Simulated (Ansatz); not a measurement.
The starting structures come from a database of crystals and need not be the phases stable at ambient conditions.

Inside the gap of an insulator the Bloch states are evanescent, with a wavenumber k + iκ along the transport direction.

Consider the following.

```
PbO3S
1.0
    5.56488     0.00000     0.00000
    0.00000     6.92463     0.00000
    0.00000     0.00000     8.00565
Pb S O
4 4 12
Direct
  0.75000   0.62871   0.68756
  0.25000   0.37129   0.31244
  0.25000   0.12871   0.81244
  0.75000   0.87129   0.18756
  0.25000   0.64886   0.96539
  0.75000   0.35114   0.03461
  0.75000   0.14886   0.53461
  0.25000   0.85114   0.46539
  0.96953   0.21478   0.06029
  0.03047   0.78522   0.93971
  0.03047   0.71478   0.43971
  0.96953   0.28522   0.56029
  0.53047   0.28522   0.56029
  0.46953   0.71478   0.43971
  0.46953   0.78522   0.93971
  0.53047   0.21478   0.06029
  0.25000   0.98058   0.30995
  0.75000   0.01942   0.69005
  0.75000   0.48058   0.19005
  0.25000   0.51942   0.80995
```

Space group of this cell: Pnma. The cell was relaxed by PBE-D3(BJ); by r2SCAN its mean pressure is -4.2 GPa.

Transport runs along the normal of the first two printed cell vectors.

The gap is the functional's own. No spin-orbit coupling. Mid-gap values are interpolated on the energy grid.

Compute, with r2SCAN run with Ansatz (an electronic-structure program), the band gap and the smallest decay constant κ at mid-gap.

Gap 4.09 eV on a 6×6×4 mesh; κ = 0.435 1/Å, at (0.000, 0.167) of the in-plane reciprocal vectors. At the zone centre, at the nearest computed energy, the slowest state has κ = 0.46 1/Å.
